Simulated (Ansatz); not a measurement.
**Hypothetical rock salt GaAs, pressure series**

Base system: GaAs in the rock salt structure (space group Fm-3m, No. 225; a = 5.329 Å; a hypothetical phase, not in the database extracts checked).

Cell and atoms are relaxed at each pressure.

Method: Ansatz (an electronic-structure program) r2SCAN, no SOC.

Two rows of this table had their results exchanged by mistake.

```json
[
 {"pressure": "pressure −2 GPa", "volume per atom (Å³)": "19.42", "shortest distance (Å)": "2.688", "band gap": "zero"},
 {"pressure": "pressure −1 GPa", "volume per atom (Å³)": "16.23", "shortest distance (Å)": "2.532", "band gap": "zero"},
 {"pressure": "pressure 1.8 GPa", "volume per atom (Å³)": "18.53", "shortest distance (Å)": "2.646", "band gap": "zero"},
 {"pressure": "pressure 4.2 GPa", "volume per atom (Å³)": "18.08", "shortest distance (Å)": "2.624", "band gap": "zero"},
 {"pressure": "pressure 9 GPa", "volume per atom (Å³)": "17.31", "shortest distance (Å)": "2.587", "band gap": "zero"},
 {"pressure": "pressure 18 GPa", "volume per atom (Å³)": "19.16", "shortest distance (Å)": "2.676", "band gap": "zero"},
 {"pressure": "pressure 30 GPa", "volume per atom (Å³)": "15.19", "shortest distance (Å)": "2.476", "band gap": "zero"},
 {"pressure": "pressure 45 GPa", "volume per atom (Å³)": "14.23", "shortest distance (Å)": "2.423", "band gap": "zero"},
 {"pressure": "pressure 60 GPa", "volume per atom (Å³)": "13.50", "shortest distance (Å)": "2.381", "band gap": "zero"}
]
```

Which two?

The rows for pressure −1 GPa and pressure 18 GPa: the volume has to fall steadily with pressure, so 19.16 Å³ belongs to pressure −1 GPa and 16.23 Å³ to pressure 18 GPa.

Load acts through the strain it causes; cell and atoms are relaxed under it. Stability against distortions was not tested. No other phases were tried under pressure. The final runs are not spin-polarised.
